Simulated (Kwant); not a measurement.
Model system: six-terminal Hall bar in a Si two-dimensional gas. Effective mass 0.19 mₑ, grid spacing 5.8 nm, hard walls, nominal width 150 nm (25 grid rows, so walls 150.8 nm apart), one parabolic valley, scattering region 390 nm long along x; energies count from the band bottom; Fermi energy swept from 0.000545 to 0.00436 eV. Four side probes 75 nm wide, two on each edge; current runs along x; the sign of the Hall resistance is a convention. Perpendicular field 1.6 T, also in the leads; orbital effect alone.

The device is made up for the run: typed textbook-type constants, with dimensions and the other settings drawn at random.

Kwant, effective-mass tight-binding model on a square grid, one spin, coherent transport at 0 K. Resistances are in h/e².

Q: How many Landau levels lie under the Fermi energy, and what Hall resistance follows, at 0.739 meV and 1.60 T; 2.68 meV and 1.60 T; 3.00 meV and 1.60 T; 3.65 meV and 1.60 T?

A: ħωc = ħeB/m = 0.609 meV a tesla; levels lie at (n + ½)ħωc. E/ħωc = 0.76 gives 1 level and h/(1e²) = 1.000; simulated 1.000. E/ħωc = 2.75 gives 3 levels and h/(3e²) = 0.333; simulated 0.333. E/ħωc = 3.08 gives 3 levels and h/(3e²) = 0.333; simulated 0.333. E/ħωc = 3.74 gives 4 levels and h/(4e²) = 0.250; simulated 0.250.
